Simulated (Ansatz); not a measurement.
The reference is MgO (space group R-3m, No. 166; a = 2.968 Å, c = 59.376 Å (hexagonal axes); a cell from a computed database, its experimental status unchecked). Axes: x lies along a and z along c of the hexagonal cell.

Computed with Ansatz (an electronic-structure program) PBEsol, without spin-orbit coupling.

One thing is altered: tensor shear ε_yz = +0.56 % (engineering shear γ = 0.0112), atoms relaxed at fixed cell.

### Question
Predict the stress tensor and what it implies for the stiffness.

### Answer
Stress of the strained cell less that of the base (GPa, compression positive):
```
  -0.03    0.00    0.00
   0.00    0.10   -0.57
   0.00   -0.57    0.03
```

Then −Δσ/γ with γ = 2ε = 0.0112 gives relaxed-ion elastic constants: C44 ≈ 51 GPa.

Whether these cells are dynamically stable was not tested. This is not the structure that MgO has at room temperature and ambient pressure.
